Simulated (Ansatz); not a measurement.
**A computed series for hypothetical cubic perovskite MnTlI3: response to strain**

Base system: MnTlI3 in the cubic perovskite structure (space group Pm-3m, No. 221; a = 5.7586 Å; ferromagnetic; a hypothetical phase, not in the database extracts checked). Axes: x, y, z lie along the cube axes.

Strains are applied to the cell and any free atomic positions relax; under biaxial strain the out-of-plane vector relaxes too; under stress the whole cell relaxes.

Levels (all Ansatz, a program for electronic structure, PAW): PBE (420 eV, scalar-relativistic without spin-orbit coupling); r2SCAN (500 eV, scalar-relativistic without spin-orbit coupling).

The base cell above is that of PBE; each level relaxes its own structures.

Notes on the quantities. energy relative to the base: free energy F.

```csv
case,"energy relative to the base, PBE","energy relative to the base, r2SCAN"
"biaxial strain −3.18 %, plane normal [001], relaxed out of plane",+11 meV/atom,+13 meV/atom
"biaxial strain +2.30 %, plane normal [001], relaxed out of plane",+4.5 meV/atom,+5.2 meV/atom
"biaxial strain +4.41 %, plane normal [110], relaxed out of plane",+16 meV/atom,+18 meV/atom
uniaxial strain ε_zz = +4.70 %,+8.1 meV/atom,+9.3 meV/atom
uniaxial strain ε_zz = +4.85 %,+8.5 meV/atom,+9.8 meV/atom
"uniaxial stress, 0.5 GPa compression along z",+1.0 meV/atom,+0.8 meV/atom
tensor shear ε_yz = −0.79 %,+0.3 meV/atom,+0.3 meV/atom
"strain tensor (xx, yy, zz, yz, xz, xy) = (+0.09, −2.22, −1.33, −1.23, +0.08, +0.15) %",+4.9 meV/atom,+5.7 meV/atom
```

The two levels differ by at most about 2.4 meV/atom. They put the cases in the same order.

The magnetic state is the one reached from the starting moments; the real material's order can differ, and small cells can't hold many antiferromagnetic ones. The mesh was chosen for an insulator and is coarse for the gapless case. Stability under load was not tested beyond the relaxation. Many cubic perovskites are stable only at high temperature; tilts and polar distortions were not tested.
